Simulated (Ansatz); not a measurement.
Start from LiNbO3 (space group R3c, No. 161; a = 5.1898 Å, c = 14.0156 Å (hexagonal axes)).

Calculations: plane-wave PAW DFT at the PBE level (Ansatz, a first-principles code, 420 eV), no spin-orbit coupling.

One change was made to it. Results:

The smallest direct gap goes up by 0.01 eV (3.59 eV → 3.60 eV); the density rises by 0.039 g/cm³ (4.51 g/cm³ → 4.54 g/cm³); the band gap stays 3.54 eV.

Problem. Which of these changes matches the shifts?
A. pressure 30 GPa
B. pressure 22.5 GPa
C. pressure 0.9 GPa

Solution. C, pressure 0.9 GPa. For comparison, the band gap in the other runs: pressure 30 GPa gives 3.66 eV; pressure 22.5 GPa gives 3.67 eV.

Load acts through the strain it causes; cell and atoms are relaxed under it. Stability against distortions was not tested. Competing high-pressure phases were not computed.
